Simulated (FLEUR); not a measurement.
A self-consistent single point of AuAl2 (Fm-3m, 3 atoms in the cell) with FLEUR.

Level of theory: FLEUR with PBE, all-electron FLAPW (FLEUR), scalar-relativistic valence.

The change in words: lattice scaled by 0.98. Reference geometry:
```
AuAl2
1.0
    0.00000     2.93400     2.93400
    2.93400     0.00000     2.93400
    2.93400     2.93400     0.00000
Al Au
2 1
Direct
  0.25000   0.25000   0.25000
  0.75000   0.75000   0.75000
  0.00000   0.00000   0.00000
```

Reference input (self-consistent single point, DFT, PBE, all-electron FLAPW (FLEUR), scalar-relativistic valence): Kmax = 4.6 1/bohr; GmaxXC = 13.8 1/bohr; xcFunctional = pbe; jspins = 1; l_soc = F; mode = gauss; fermiSmearingEnergy = 0.00183747 Htr; mesh (inpgen div1-3) = 13 13 13; inpgen gamma flag = false; Gmax = 13.8 1/bohr; numbands = 0; maxIterBroyd = 25. This run's input differs from it in these lines:

```diff
@@ -3,5 +3,5 @@
 &input film=f /
--0.0000000000 5.5444564497 5.5444564497
-5.5444564497 -0.0000000000 5.5444564497
-5.5444564497 5.5444564497 -0.0000000000
+0.0000000000 5.4335673207 5.4335673207
+5.4335673207 0.0000000000 5.4335673207
+5.4335673207 5.4335673207 0.0000000000
 1.0
@@ -44,5 +44,5 @@
          <bravaisMatrix>
-            <row-1>    0.0000000000000000     5.5444564497000002     5.5444564497000002</row-1>
-            <row-2>    5.5444564497000002     0.0000000000000000     5.5444564497000002</row-2>
-            <row-3>    5.5444564497000002     5.5444564497000002     0.0000000000000000</row-3>
+            <row-1>    0.0000000000000000     5.4335673206999999     5.4335673206999999</row-1>
+            <row-2>    5.4335673206999999     0.0000000000000000     5.4335673206999999</row-2>
+            <row-3>    5.4335673206999999     5.4335673206999999     0.0000000000000000</row-3>
          </bravaisMatrix>
```

Output (repeated stretches shortened):

```
 Iteration:     1   Distance:      19.60014954 me/bohr^3
 Iteration:     2   Distance:      16.52266140 me/bohr^3
 Iteration:     3   Distance:       6.11880388 me/bohr^3
 Iteration:     4   Distance:       4.82889853 me/bohr^3
 Iteration:     5   Distance:       1.93601855 me/bohr^3
   [... 8 lines left out ...]
 Iteration:    14   Distance:       0.00022585 me/bohr^3
 Iteration:    15   Distance:       0.00009619 me/bohr^3
 Iteration:    16   Distance:       0.00001356 me/bohr^3
 Iteration:    17   Distance:       0.00000083 me/bohr^3
 Run finished successfully
 Stop message:
   Structural relaxation: Done

[file out, last iteration]
             iter=     18
[...]
          total density-effective poten   -3.4345230622E+04
          total charge density-energy d   -4.0292945590E+02
 Updated energy parameters for spin:           1
[...]
 fermi energy and band-weighting factors:
    0.757861    0.757861

[...]
FERMIE:
          first approx. to ef    (T=0)  :   0.420290 htr   (energy of the highest occ. eigenvalue)
          number of occ. states  (T=0)  :        948
          first approx. to seigv (T=0)  :  -7.015002 htr
          sum of weights of occ. states :  11.503414
          sum of semicore charge        :   0.000000 e
          fermi energy=   0.42082 har   work function= -11.45110 ev
          number of valence electrons=  23.00000
   [... lines left out ...]
          total moment                 =     0.00000
 Direct bandgap for spin            1 :    1.4772364128752991E-002  Htr
 ---->    free energy=                    -19533.5921517698 htr
   [... lines left out ...]
      extrapolation for T->0
 ---->    total electron energy=          -19533.5921517698 htr
 ***** TOTAL FORCES ON ATOMS *****
 TOTAL FORCE FOR ATOM TYPE=  1  X=  2.717   Y=  2.717   Z=  2.717
                       FX_TOT= 0.000000 FY_TOT= 0.000000 FZ_TOT= 0.000000
 TOTAL FORCE FOR ATOM TYPE=  2  X=  0.000   Y=  0.000   Z=  0.000
                       FX_TOT= 0.000000 FY_TOT= 0.000000 FZ_TOT= 0.000000
 Structural relaxation: Done
```

The run converged in 17 iterations. FLEUR gives forces in its relaxation mode, with a further iteration, so its stop message speaks of a relaxation. 

The starting cell has typed, rounded lattice constants, without a prior relaxation at this level. Its lattice was rescaled by a random factor within 2.5 % of one. For this run, on top of that: lattice scaled by 0.98. Spin-orbit coupling is off. Values depend on the basis (sphere radii, cutoffs, local orbitals), which need not be converged. The log's line on a gap gives a spacing of levels on this mesh, which the program prints for metals too.

These are the values that this program gave, and no reference: the default basis lacks the next d shell.

Cost on one core of a shared machine: roughly 3 min.
